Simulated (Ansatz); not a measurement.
Consider CdSe in the zinc blende structure (space group F-43m, No. 216).

```yaml
crystal:
  lattice:
    - [0.00000, 3.04101, 3.04101]
    - [3.04101, 0.00000, 3.04101]
    - [3.04101, 3.04101, 0.00000]
  atoms:
    - { symbol: Se, position: [0.75000, 0.75000, 0.75000] }
    - { symbol: Cd, position: [0.00000, 0.00000, 0.00000] }
```

All numbers come from PBEsol (Ansatz, an electronic-structure program), no spin-orbit coupling, earlier PAW set.

For the base:

| Item | Result |
|---|---|
| Volume per atom | 28.12 Å³ |

The change: every Cd is replaced by Hg, then cell and atoms are relaxed.

Tabulated Pauling electronegativity and covalent radius: Cd 1.69, 1.44 Å; Hg 2.00, 1.32 Å.

Question: What does the calculation give for the volume per atom after the change?

Answer: The volume per atom goes up by 0.71 Å³ to 28.83 Å³.

Whether these cells are dynamically stable was not tested. All final runs are without spin polarisation.
